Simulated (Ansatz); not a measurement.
The starting structures come from a database of crystals and need not be the phases stable at ambient conditions.

 Where the default PAW files enter, the runs use the earlier of Ansatz's two default sets.

Crystal: CsLiMoO$_{4}$ (F-43m, not sure to be the ambient phase, 7 atoms a cell, 21.1 Å³ an atom); planes in its conventional cell.

Computed with r2SCAN (plane waves, PAW; Ansatz, a program for electronic structure).

The gap is the functional's own. No spin-orbit coupling. Mid-gap values are interpolated on the energy grid.

```csv
plane,area of the cell (Å²),mid-gap κ (1/Å),largest κ in the gap (1/Å)
(111),30.5,0.56,0.61
(001),35.2,___,___
```

Task: The slowest decay depends on the direction. Supply the withheld values.

Result: 
- (001), mid-gap κ (1/Å): 0.50
- (001), largest κ in the gap (1/Å): 0.53
